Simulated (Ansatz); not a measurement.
Start from Bi in the A7 type structure (space group R-3m, No. 166; a = 4.5205 Å, c = 12.0283 Å (hexagonal axes); layered).

Method: r2SCAN+rVV10 (Ansatz, a program for electronic structure), no SOC.

Free-standing slabs (2 atom(s) a layer) normal to the stacking axis with 15 Å of vacuum; in-plane cell relaxed.

One change was made to it. Results:

```tsv
quantity	base	after
excess energy per area of both faces (slab less bulk energy over the cell's area: twice a surface energy) (uncertain by up to 0.04 J/m²)	–	0.56 J/m²
in-plane lattice parameter a	4.521 Å	4.375 Å
shortest interatomic distance	3.068 Å	3.029 Å
```

Q: Name the change that was made.
A) 2 layers
B) 4 layers
C) 1 layer
D) 3 layers

A: A, 2 layers. For comparison, the in-plane lattice parameter a in the other runs: 3 layers gives 4.415 Å; 4 layers gives 4.440 Å; 1 layer gives 4.269 Å.

The excess energy carries the mismatch between the slab's and the bulk's meshes. Stability against distortions was not tested.
